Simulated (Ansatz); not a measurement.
Consider SnTe in the rock salt structure (space group Fm-3m, No. 225; a = 6.370 Å).

Structures relaxed with r2SCAN/PAW in Ansatz (a program for electronic structure), no spin-orbit coupling.

Base:

Simulated powder pattern, Cu Kα1, λ = 1.54056 Å (kinematic, ideal powder, no thermal factors, no anomalous dispersion; the 8 strongest lines at most, above 2 %, up to 2θ = 90°):

| 2θ (°) | I/Imax (%) | hkl |
|---|---|---|
| 27.99 | 100 | (200) |
| 40.00 | 76 | (220) |
| 49.53 | 27 | (222) |
| 57.86 | 13 | (400) |
| 65.48 | 35 | (420) |
| 72.66 | 25 | (422) |
| 86.33 | 8.2 | (440) |

After one change:

Simulated powder pattern, Cu Kα1, λ = 1.54056 Å (kinematic, ideal powder, no thermal factors, no anomalous dispersion; the 8 strongest lines at most, above 2 %, up to 2θ = 90°):

```csv
2θ (°),I/Imax (%)
28.18,100
40.27,76
49.87,27
58.27,13
65.96,34
73.21,25
87.02,8.2
```

**Question.** What was done to the base?
A. pressure 30 GPa
B. pressure 9 GPa
C. pressure −2 GPa
D. pressure 0.9 GPa

**Answer.** D, pressure 0.9 GPa. Its volume per atom is 31.68 Å³ against 32.30 Å³, and its space group is Fm-3m (No. 225).

Load acts through the strain it causes; cell and atoms are relaxed under it. Stability against distortions was not tested. No other phases were tried under pressure. The final runs are not spin-polarised.
